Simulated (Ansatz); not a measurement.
The starting structures come from a database of crystals and need not be the phases stable at ambient conditions.

By PBEsol, the system below comes out a metal.

Given:

```
CELL_PARAMETERS angstrom
      5.16323     0.00000     0.00000
     -2.58162     4.47149     0.00000
      2.58162     1.49050     4.21576
ATOMIC_POSITIONS crystal
  Sr 0.50000 0.25000 0.25000
  Sr 0.50000 0.75000 0.75000
  Rh 0.00000 0.00000 0.00000
```

Space group of this cell: Fm-3m. The cell is taken as given; by PBEsol its mean pressure is -1.4 GPa.

The current flows along the normal of the first two printed cell vectors, the (111) plane of the conventional cell. No spin-orbit coupling; the value is a mean over 0.1 eV about the Fermi level.

Q: State the ballistic conductance per area according to PBEsol in Ansatz (a program for electronic structure).

A: 0.46 × 10¹⁵ S/m² for both spins.
